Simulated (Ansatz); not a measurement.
**A computed series for AlRu: response to strain**

The reference is AlRu in the CsCl type structure (space group Pm-3m, No. 221; relaxed with 0.1 eV smearing).

```
CELL_PARAMETERS angstrom
      2.97703     0.00000     0.00000
      0.00000     2.97703     0.00000
      0.00000     0.00000     2.97703
ATOMIC_POSITIONS crystal
  Al 0.50000 0.50000 0.50000
  Ru 0.00000 0.00000 0.00000
```

Cartesian axes are those of the cell as printed.

Strains are applied to the cell and any free atomic positions relax; under biaxial strain the out-of-plane vector relaxes too.

Calculations: PBEsol (Ansatz, a quantum-chemistry and plane-wave program, PAW, no spin-orbit coupling).

Notes on the quantities. energy relative to the base: free energy F.

```tsv
biaxial strain, plane normal [111], relaxed out of plane (%)	energy relative to the base (meV/atom)
0	0.0
0.42	0.6
0.83	2.5
1.25	?
1.67	9.9
2.08	15.3
2.5	21.9
```

Fit ΔE = Aε² + Bε³ (ε in %) to the rows shown and predict the withheld row.

Least squares on the printed values gives A = 3.66 and B = -0.062 meV/atom (largest residual 0.0 meV/atom); this predicts 5.6 meV/atom, and the run gives 5.6 meV/atom, in agreement.

Whether these cells are dynamically stable was not tested. All final runs are without spin polarisation.
